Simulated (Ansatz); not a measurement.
Pt under a change: pressure 4.5 GPa

Start from Pt in the fcc (Cu type) structure (space group Fm-3m, No. 225; a = 3.918 Å).

Perturbation: cell and atoms relaxed at a pressure of 4.5 GPa.

All numbers come from Ansatz (a first-principles code) PBEsol, no spin-orbit coupling. Γ-centred 20×20×20 mesh, Fermi–Dirac width 0.05 eV.

The volume per atom drops by 0.225 Å³, from 15.04 Å³ to 14.81 Å³ and the density increases by 0.33 g/cm³ (21.54 g/cm³ → 21.87 g/cm³). The lattice parameter a decreases by 0.0196 Å, from 3.918 Å to 3.899 Å and the shortest interatomic distance decreases by 0.014 Å, from 2.771 Å to 2.757 Å. The enthalpy H = E + PV relative to the base's energy comes out as +0.42 eV/atom and the band gap stays zero.

Load acts through the strain it causes; cell and atoms are relaxed under it. Whether these cells are dynamically stable was not tested. The final runs are not spin-polarised.
